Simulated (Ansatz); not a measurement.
An ideal cubic perovskite cell is held by its symmetry; such compounds can tilt or shift off centre at room temperature. The starting structures come from a database of crystals and need not be the phases stable at ambient conditions.

 Where the default PAW files enter, the runs use the earlier of Ansatz's two default sets.

The decay constant κ of evanescent states in the gap governs leakage through a thin film.

Data:

```xyz
5
Lattice="3.9508 0.0000 0.0000 0.0000 3.9508 0.0000 0.0000 0.0000 3.9508" Properties=species:S:1:pos:R:3 pbc="T T T"
Na     0.0000     0.0000     0.0000
Mg     1.9754     1.9754     1.9754
F      1.9754     1.9754     0.0000
F      0.0000     1.9754     1.9754
F      1.9754     0.0000     1.9754
```

Space group of this cell: Pm-3m, cubic perovskite. The cell is taken as given; by r2SCAN its mean pressure is -3.3 GPa.

Transport runs along the normal of the first two printed cell vectors, the (001) plane of the conventional cell.

The gap is the functional's own, uncorrected, and κ follows it; spin-orbit coupling is left out. Mid-gap values are interpolated between the computed energies.

**Question.** Compute, with r2SCAN (Ansatz, a program for electronic structure), the band gap and the smallest decay constant κ at mid-gap.

**Answer.** Gap 6.83 eV on a 8×8×8 mesh; κ = 0.550 1/Å, at the zone centre.
